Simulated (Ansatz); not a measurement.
**Hypothetical I4_132 Si, response to strain**

The parent structure is Si (space group I4_132, No. 214; a = 6.4403 Å; a hypothetical phase, not in the database extracts checked; relaxed with 0.1 eV smearing). Axes: x, y, z lie along the cube axes.

Strains are applied to the cell and any free atomic positions relax.

Levels (all Ansatz, a program for electronic structure, PAW): PBE (420 eV, no spin-orbit coupling); PBEsol (420 eV, scalar-relativistic without spin-orbit coupling).

The base cell above is that of PBE; each level relaxes its own structures.

Notes on the quantities. energy relative to the base: free energy F.

| case | energy relative to the base, PBE | energy relative to the base, PBEsol |
|---|---|---|
| isotropic strain −4.91 % | +118 meV/atom | +123 meV/atom |
| isotropic strain +1.50 % | +8.5 meV/atom | +8.9 meV/atom |
| uniaxial strain ε_yy = −1.28 % | +0.7 meV/atom | +0.7 meV/atom |
| uniaxial strain ε_zz = +1.28 % | +0.7 meV/atom | +0.7 meV/atom |

The two levels differ by at most about 4.9 meV/atom. They put the cases in the same order.

Whether these cells are dynamically stable was not tested.
